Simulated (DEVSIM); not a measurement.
System: illuminated Si p-on-n cell, one wavelength, at 350 K.

```
layer (left to right)  material  thickness (μm)  Nd (cm⁻³)  Na (cm⁻³)  τn (s)  τp (s)  absorption coefficient (cm⁻¹)
---------------------  --------  --------------  ---------  ---------  ------  ------  -----------------------------
1                            Si           0.100          -     8.8e17    3e-8  1.3e-8                           3200
2                            Si            39.0     1.7e16          -  5.5e-7  5.5e-7                           3200
```

Left contact: ohmic, minority electron recombination velocity 8000 cm/s. Right contact: ohmic, minority hole recombination velocity 20000 cm/s. Voltage is applied to the left contact. Recombination: SRH at mid-gap, radiative, Auger. Light enters at the left, 2.4e16 photons cm⁻² s⁻¹, one pass, no reflection. Mobility is μmin + (μ − μmin)/(1 + (N/Nref)^α).

The device is made up for the run: typed textbook-type constants, with dimensions and the other settings drawn at random. Values at 300 K; Nc and Nv go as T^1.5, mobilities as T to minus their exponent, the gap by Varshni's rule with the affinity fixed.

```
parameter               Si
----------------  --------
gap (eV)             1.124
affinity (eV)         4.05
permittivity          11.7
Nc (cm⁻³)          2.86e19
Nv (cm⁻³)           3.1e19
μn (cm²/Vs)           1417
μp (cm²/Vs)            470
μn,min                  52
μp,min                  45
Nref,n              9.7e16
Nref,p              2.2e17
αn                    0.68
αp                    0.72
T exponent of μn       2.3
T exponent of μp       2.2
B (cm³/s)          4.7e-15
Cn (cm⁶/s)         2.8e-31
Cp (cm⁶/s)         9.9e-32
Varshni α (eV/K)  0.000473
Varshni β (K)          636
```

DEVSIM, 1D drift-diffusion, Boltzmann statistics, complete ionisation; no tunnelling, impact ionisation, image-force lowering or self-heating.

The recombination velocity at the right contact was swept, all else fixed.

| recombination velocity at the right contact (cm/s) | short-circuit current (mA/cm²) | dark forward voltage at 100 A/cm² (V) | share of generated pairs collected at short circuit | largest power (mW/cm²) |
|---|---|---|---|---|
| 10 | 3.45 | 0.790 | 0.896 | 1.02 |
| 100 | 3.44 | 0.787 | 0.895 | 1.02 |
| 1000 | 3.43 | 0.781 | 0.893 | 1.01 |
| 10000 | 3.40 | 0.778 | 0.885 | 0.998 |
| 20000 | 3.40 | 0.778 | 0.883 | 0.995 |
| 1e5 | 3.39 | 0.779 | 0.881 | 0.991 |
| 1e6 | 3.39 | 0.779 | 0.880 | 0.990 |
| 1e7 | 3.39 | 0.779 | 0.880 | 0.990 |

From the first row to the last the short-circuit current goes from 3.45 to 3.39. From the first row to the last the dark forward voltage at 100 A/cm² goes from 0.790 to 0.779.
